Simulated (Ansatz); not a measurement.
**Ansatz (a quantum-chemistry and plane-wave program) run on ZnPt₃ (P4mm, 4 atoms in the cell): self-consistent single point**

Level of theory: PBEsol, default PAW files made with PBE (plane waves; Ansatz).

This input was run:

Ansatz 0.2 input:
```yaml
# ZnPt3
crystal:
  lattice:
    - [3.910246, 0.000000, 0.000000]
    - [0.000000, 3.910246, 0.000000]
    - [0.000000, 0.000000, 3.910246]
  atoms:
    - { symbol: Zn, position_ang: [0.000000, 0.000000, 0.050000] }
    - { symbol: Pt, position_ang: [1.955123, 1.955123, 0.000000] }
    - { symbol: Pt, position_ang: [0.000000, 1.955123, 1.955123] }
    - { symbol: Pt, position_ang: [1.955123, 0.000000, 1.955123] }
basis:
  ecutwfc: 30.9 Ry
kpoints:
  mp_grid: { grid: [7, 7, 7] }
hamiltonian:
  xc: pbesol
  pseudopotentials: { kind: paw }
scf:
  occupations: { method: gaussian, width: 0.0073 Ry }
output:
  forces: true
  eigenvalues: true
  stress: true
```

Output (repeated stretches shortened):

```
WARN ansatz: RAYON_NUM_THREADS=1 ignored (pool sized by the plan → 1); use --threads N
Pseudopotentials: kind: paw
Pseudopotential: Zn, paw, valence charge 12
Pseudopotential: Pt, paw, valence charge 18
Crystal: 4 atoms, lattice volume = 59.788 Å³
Basis set: ecut = 420.4159175005146 eV, 1189 PW (Γ), exchange–correlation on 54×54×54 points (8 copies of the dense FFT grid, shifted against one another)
Bands: 40, of which v1, the nominal top of the filled ones, is band 33 counted from 1 (32 counted from 0)
Symmetry: 8 space group operations
Space group: P4mm (ITA 99), of the structure as read, at distance tolerance 3.9e-5 Å
k-points: 40 of 343 (time reversal used)
PAW frozen core: Zn, regenerated for the run's functional, and the local potential with it
PAW frozen core: Pt, regenerated for the run's functional, and the local potential with it
Initial density: superposition of atomic densities (neutral atoms: chi_scale 0, normalization atom), corrected by the library's trained network
Initial wavefunctions: pseudopotential atomic-orbital guess
Eigensolver: davidson
Functional: x = pbesol(κ = 0.804, μ = 0.12345679012345678), c = pbesol(β = 0.046)
SCF iter   1: F=—  HF=-40433.615643 eV  |F-HF|=—  |Δ(HF+E_count)|=         —  Δρ=9.68e-3  dr2=5.57e-2  ethr=1.77e-3  ⟨swp⟩=5.8  Hψ=5734  notcnv=0  defer=5
all-band conjugate gradients solve this SCF's bands
preconditioner: auto → Kerker (q_TF=auto, 2.774 Å⁻¹)
SCF iter   2: F=—  HF=-40433.606320 eV  |F-HF|=—  |Δ(HF+E_count)|=   9.32e-3  Δρ=4.61e-3  dr2=1.47e-2  ethr=8.44e-5  ⟨swp⟩=1.7  Hψ=2421  notcnv=0  defer=5
SCF iter   3: F=—  HF=-40433.603316 eV  |F-HF|=—  |Δ(HF+E_count)|=   3.00e-3  Δρ=1.67e-3  dr2=8.73e-4  ethr=2.23e-5  ⟨swp⟩=2.0  Hψ=2200  notcnv=0  defer=5
SCF iter   4: F=—  HF=-40433.602834 eV  |F-HF|=—  |Δ(HF+E_count)|=   4.81e-4  Δρ=5.91e-4  dr2=2.02e-4  ethr=1.32e-6  ⟨swp⟩=2.0  Hψ=2179  notcnv=0  defer=5
SCF iter   5: F=—  HF=-40433.602793 eV  |F-HF|=—  |Δ(HF+E_count)|=   4.14e-5  Δρ=1.51e-4  dr2=2.26e-5  ethr=3.06e-7  ⟨swp⟩=2.0  Hψ=2291  notcnv=0  defer=5
SCF iter   6: F=—  HF=-40433.602820 eV  |F-HF|=—  |Δ(HF+E_count)|=   2.74e-5  Δρ=2.84e-5  dr2=4.33e-7  ethr=3.43e-8  ⟨swp⟩=2.2  Hψ=2205  notcnv=0  defer=5
SCF iter   7: F=-40433.602820 eV  HF=-40433.602820 eV  |F-HF|=2.05e-8  |Δ(HF+E_count)|=   2.23e-8  Δρ=7.88e-6  dr2=3.46e-8  ethr=1.52e-10  ⟨swp⟩=7.6  Hψ=6875  notcnv=0
SCF 1 converged in 7 iterations: F = -40433.602820 eV  dr2 = 3.46e-8
SCF converged after 7 iterations
Free energy (F): -40433.602820 eV
Harris-Foulkes:  -40433.602820 eV  (|F-HF|=2.05e-8)
Internal energy: -40433.580319 eV  (E = F + TS)
E sigma→0 (E₀):  -40433.591569 eV
Entropy (-TS):   -0.022502 eV (-5.625 meV/atom)
Fermi energy:    20.000610 eV
--- Per-component energies (eV) ---
  E_band       = -390.293689
  E_kinetic    = 2044.700105
  E_local      = -6054.722987  (includes V_loc(G=0)·N_el)
  E_nonlocal   = 1223.280646
  E_hartree    = 2313.147474
  E_xc         = -917.192126
  E_vxc        = -960.418929  (∫ρ·V_xc dr)
  E_paw        = -29739.864774  (= ΣΔE_a)
  E_vpaw       = -1269.421033  (= ΣTr[D̂ρ^β])
  E_aug_tail   = 0.000198  (compensation charges beyond the density's cutoff)
  E_ewald      = -9304.587154
  E_core_change = 1.658298  (= ΣΔE_core)
  E_smearing   = -0.022502  (= −TS)
  E_closure    = 0.000000  (closes the sum)
  Σ components = -40433.602820   (vs F -40433.602820, Δ=0.00e0)
--- Forces (eV/Å), atoms counted from 1 ---
  atom   1  Zn     0.00000000     0.00000000    -0.21902377
  atom   2  Pt     0.00000000     0.00000000    -0.05200889
  atom   3  Pt    -0.00000000     0.00000000     0.13551363
  atom   4  Pt     0.00000000     0.00000000     0.13551363
  max |Σ_I F_I| component: 5.40e-6 eV/Å
--- Stress (GPa, compression-positive) ---
       -6.108084       0.000000       0.000000
        0.000000      -6.108084       0.000000
        0.000000       0.000000      -6.090497
  P = ⅓ Tr σ = -6.1022 GPa (-61.022 kbar)
  The stress holds the Pulay correction. Without it, at fixed plane waves, as pw.x and ABINIT print it: P = -6.1883 GPa
--- Band table (eV; the first three rows and the last of 40) ---
  k-point 0: bands = ["-78.3116", "-78.2773", "-78.2765", "-32.6607", "-32.6607", "-32.6603", "-32.4202", "-32.4198", "-32.4198", "-32.3276", "-32.3276", "-32.3275", "9.9625", "12.7133", "12.7147", "12.9496", "12.9499", "12.9499", "13.0338", [...]
  k-point 1: bands = ["-78.3101", "-78.2780", "-78.2773", "-32.6520", "-32.6520", "-32.6451", "-32.4223", "-32.4223", "-32.4208", "-32.3445", "-32.3341", "-32.3341", "10.2201", "12.7781", "12.8023", "12.9933", "13.0196", "13.0196", "13.2028", [...]
  k-point 2: bands = ["-78.3061", "-78.2820", "-78.2773", "-32.6301", "-32.6301", "-32.6025", "-32.4305", "-32.4305", "-32.4222", "-32.3913", "-32.3484", "-32.3484", "10.9587", "12.9103", "12.9955", "13.0982", "13.1924", "13.1924", "13.6470", [...]
  k-point 39: bands = ["-78.2897", "-78.2882", "-78.2873", "-32.7882", "-32.5810", "-32.5795", "-32.5789", "-32.3907", "-32.3901", "-32.3138", "-32.3129", "-32.3119", "12.6235", "12.6952", "12.6952", "12.9185", "13.4776", "13.4796", "14.4145", [...]
```

The run converged in 7 iterations.

The starting cell comes from a database of computed structures (which also holds hypothetical and non-ambient phases and stackings), without a prior relaxation at this level. Its lattice was rescaled by up to half a per cent. One atom was moved a little off its site on purpose. Spin-orbit coupling is off. Spin polarisation is off. With a pressure of about -6 GPa the cell is away from its equilibrium volume at this level. Ansatz's pressure includes its estimate of the finite-basis (Pulay) stress.
